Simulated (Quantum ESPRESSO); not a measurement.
A user runs Quantum ESPRESSO on In₃Pd₅ (Pbam, 16 atoms in the cell) and asks whether the run is sound. The aim is a self-consistent single point with DFT, PBEsol, plane waves, GBRV 1.5 ultrasoft (PBESOL) pseudopotentials.

Cell that was meant: a = 5.6831 Å, b = 11.2146 Å, c = 4.2229 Å, α = 90.00°, β = 90.00°, γ = 90.00°.

Part of the input:

```fortran
Pd    2.4778490400    2.8725127668    0.0000000000
Pd    2.8415700000    0.0000000000    0.0000000000
Pd    0.0000000000    5.6073100000    0.0000000000
K_POINTS gamma
CELL_PARAMETERS angstrom
   5.6831400000     0.0000000000     0.0000000000
   0.0000000000    11.2146200000     0.0000000000
```

The program printed (abridged):

```
     gamma-point specific algorithms are used
     Message from routine setup:
   [... lines left out ...]

     number of k points=     1  Fermi-Dirac smearing, width (Ry)=  0.0073
                       cart. coord. in units 2pi/alat
        k(    1) = (   0.0000000   0.0000000   0.0000000), wk =   2.0000000

     Dense  grid:    87791 G-vectors     FFT dimensions: (  64, 128,  45)

     Smooth grid:    31026 G-vectors     FFT dimensions: (  48,  90,  36)

     Initial potential from superposition of free atoms

     starting charge     223.9999, renormalised to     238.0000

     negative rho (up, down):  7.962E-01 0.000E+00
     Self-consistent Calculation

     iteration #  1     ecut=    40.00 Ry     beta= 0.70

     negative rho (up, down):  7.454E-01 0.000E+00

     total energy              =   -2753.94048908 Ry
     estimated scf accuracy    <      56.89342613 Ry

     iteration #  2     ecut=    40.00 Ry     beta= 0.70

     negative rho (up, down):  7.780E-01 0.000E+00

     total energy              =   -2775.32573457 Ry
     estimated scf accuracy    <      86.42086869 Ry

     iteration #  3     ecut=    40.00 Ry     beta= 0.70

     negative rho (up, down):  7.788E-01 0.000E+00

     total energy              =   -2784.95348711 Ry
     estimated scf accuracy    <       3.83124364 Ry

   [... 24 blocks of this kind left out ...]

     iteration # 28     ecut=    40.00 Ry     beta= 0.70

     negative rho (up, down):  7.761E-01 0.000E+00

     total energy              =   -2785.50548701 Ry
     estimated scf accuracy    <          2.6E-10 Ry

     iteration # 29     ecut=    40.00 Ry     beta= 0.70

     negative rho (up, down):  7.761E-01 0.000E+00
     End of self-consistent calculation

   [... 15 lines left out ...]

     the Fermi energy is    16.3083 ev

!    total energy              =   -2785.50548701 Ry
     estimated scf accuracy    <          7.5E-11 Ry
     smearing contrib. (-TS)   =      -0.03674087 Ry
     internal energy E=F+TS    =   -2785.46874615 Ry

     convergence has been achieved in  29 iterations

     negative rho (up, down):  7.761E-01 0.000E+00

     Forces acting on atoms (cartesian axes, Ry/au):

     atom    1 type  1   force =     0.01744059   -0.00839007   -0.00000000
     atom    2 type  1   force =    -0.01744059    0.00839007   -0.00000000
     atom    3 type  1   force =     0.01744059    0.00839007    0.00000000
   [... lines left out ...]
     Total force =     0.130734     Total SCF correction =     0.000058
   [... lines left out ...]

     negative rho (up, down):  7.761E-01 0.000E+00
          total   stress  (Ry/bohr**3)                   (kbar)     P=       28.66
   0.00140221   0.00000000   0.00000000          206.27        0.00        0.00
   0.00000000  -0.00025104   0.00000000            0.00      -36.93        0.00
   0.00000000   0.00000000  -0.00056671            0.00        0.00      -83.37

   JOB DONE.
```

**Question.** Is this run sound? If not, what is wrong?

**Answer.** The run is not sound. The fault is a single k-point for a small metallic cell. One k-point cannot sample the Fermi surface of a small cell. To fix it, use a converged k-point mesh. The run converged in 29 iterations without an error; against the sound input the free energy goes up by 555 meV/atom, the pressure goes from -4.44 to 2.87 GPa and the largest force goes from 0.052 to 1.543 eV/Å.

An input that runs soundly differs in these lines (not the only fix; some lines may just follow from the change or write a value another way):
```diff
-K_POINTS gamma
+K_POINTS automatic
+3 2 4  0 0 0
```

With that input, the run converged in 14 iterations: free energy E − TS -37907.6104 eV; Fermi level (on the code's own zero) 16.54 eV; pressure -4.44 GPa; largest force (vector length) 0.052 eV/Å (DFT, PBEsol, plane waves, GBRV 1.5 ultrasoft (PBESOL) pseudopotentials).

On the sound input: the starting cell comes from a database of computed structures (which also holds hypothetical and non-ambient phases and stackings), without a prior relaxation at this level. Spin polarisation is off. With a pressure of about -4 GPa the cell is away from its equilibrium volume at this level. Without a gap this mesh is coarse (it stands for a supercell whose shortest vector is 17 Å).
